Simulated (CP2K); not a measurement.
Short convergence ladders for a (111) slab of Ca (cut from a parent of space group no. 225; 2 atoms in the cell)

```xyz
2
Lattice="3.9575 0.0000 0.0000 1.9787 3.4273 0.0000 0.0000 0.0000 17.2313" Properties=species:S:1:pos:R:3 pbc="T T T"
Ca     0.0000     0.0000     7.0000
Ca     1.9787     1.1424    10.2313
```

Base method: PBEsol, GPW, DZVP-MOLOPT-SR-GTH basis, GTH-PBE potentials (GTH_POTENTIALS) (CP2K).

Base settings: CUTOFF = 500 Ry; REL_CUTOFF = 60 Ry; SMEAR/METHOD = GAUSSIAN; SIGMA = 0.1 eV; KPOINTS/SCHEME = MONKHORST-PACK 5 5 1; XC_FUNCTIONAL = PBE:PBESOL; Ca/BASIS_SET = DZVP-MOLOPT-SR-GTH-q10; Ca/POTENTIAL = GTH-PBE-q10; METHOD = GPW; EPS_DEFAULT = 1e-10.

Core times come from one kind of shared machine, to one figure; runs under 30 s give none.

**The vacuum**

The mesh stays at the base's, so the ladder's end is converged at best in this setting alone.

Only quantities that move along the ladder and can be compared are tabulated; forces are left out, as grid noise moves with the cell.

```csv
vacuum between outermost atoms (Å),free energy less the last step's (meV/atom),core time / last (rough)
3.0,-175.67,–
4.0,-125.06,–
5.0,-15.08,–
6.0,36.79,–
7.0,28.94,–
8.0,11.52,–
10.0,0.71,–
12.0,0.02,–
14.0,0.01,0.4
17.0,0.00,–
20.0,0.00,0.3
25.0,0.00,0.6
30.0,0.00,1
```

Smallest vacuum between outermost atoms (Å) that holds the free energy within 5 meV/atom of the last step, with all finer ones: 10.0; the step before is off by 12 meV/atom.

**The k-point mesh**

Moved along: GAMMA_CENTERED.

Only quantities that move along the ladder and can be compared are tabulated.

```csv
KPOINTS/SCHEME,free energy less the last step's (meV/atom),largest difference of a force vector from the last step's (eV/Å)
MONKHORST-PACK 2 2 1,256.97,0.514
MONKHORST-PACK 3 3 1,12.58,0.100
MONKHORST-PACK 4 4 1,9.19,0.072
MONKHORST-PACK 5 5 1,-14.47,0.090
MONKHORST-PACK 6 6 1,29.03,0.017
MONKHORST-PACK 7 7 1,-11.41,0.049
MONKHORST-PACK 8 8 1,5.28,0.060
MONKHORST-PACK 10 10 1,1.19,0.022
MONKHORST-PACK 11 11 1,-2.57,0.031
MONKHORST-PACK 13 13 1,-1.75,0.016
MONKHORST-PACK 15 15 1,0.41,0.002
MONKHORST-PACK 18 18 1,0.95,0.001
MONKHORST-PACK 21 21 1,0.16,0.002
MONKHORST-PACK 25 25 1,0.00,0.000
```

Coarsest KPOINTS/SCHEME that holds the free energy within 0.5 meV/atom of the last step, with all finer ones: MONKHORST-PACK 21 21 1; the step before is off by 0.95 meV/atom.

Coarsest KPOINTS/SCHEME that holds the forces within 0.02 eV/Å of the last step, with all finer ones: MONKHORST-PACK 13 13 1; the step before is off by 0.031 eV/Å.

On the base run: the starting cell has typed, rounded lattice constants, without a prior relaxation at this level. The slab is cut from that crystal, and its faces are unrelaxed. Its lattice was rescaled by up to half a per cent. Values carry the incompleteness of an atom-centred basis. The potentials were made for another functional than the one used.

Left out of this page: 1 run of the series outside the window shown, repeating another row's setting, or not comparable.
